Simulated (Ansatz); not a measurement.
CuI (P4/nmm, No. 129, 4 atoms in the cell; start mp-22863; a measured phase of this formula has another space group)

These are HSE06 in Ansatz (PAW) values and carry that method's errors.

Settings: plane-wave cutoff 460 eV, 6×6×4 k mesh (along the axes of the cell as run), Fermi–Dirac smearing 0.01 eV, no spin polarisation, scalar-relativistic PAW data made under PBE.

Cell (relaxed with PBEsol):

```cif
data_Cu2I2
_chemical_formula_sum 'Cu2 I2'
_space_group_name_H-M_alt 'P 1'
_space_group_IT_number 1
_cell_length_a 4.00561
_cell_length_b 4.00561
_cell_length_c 6.47981
_cell_angle_alpha 90.000
_cell_angle_beta 90.000
_cell_angle_gamma 90.000
loop_
_space_group_symop_operation_xyz
  'x, y, z'
loop_
_atom_site_label
_atom_site_type_symbol
_atom_site_fract_x
_atom_site_fract_y
_atom_site_fract_z
_atom_site_occupancy
Cu1 Cu 0.50000 0.50000 0.00000 1
Cu2 Cu 0.00000 0.00000 0.00000 1
I1 I 0.50000 0.00000 0.26112 1
I2 I 0.00000 0.50000 0.73888 1
```

- band gap: 2.96 eV (on the SCF k mesh)

Note: cell and atoms aren't relaxed at this level (pressure 3.3 GPa); the cell has widely spaced layers and the level no dispersion term, so their spacing and the moduli can rest on weak binding.

Spin–orbit coupling is not included; with these elements it can move the gap by several tenths of an eV or more.

Static lattice: no zero-point or thermal effects.

A start named mp-… is a Materials Project structure, which need not be a measured phase.

Ansatz is a first-principles code.
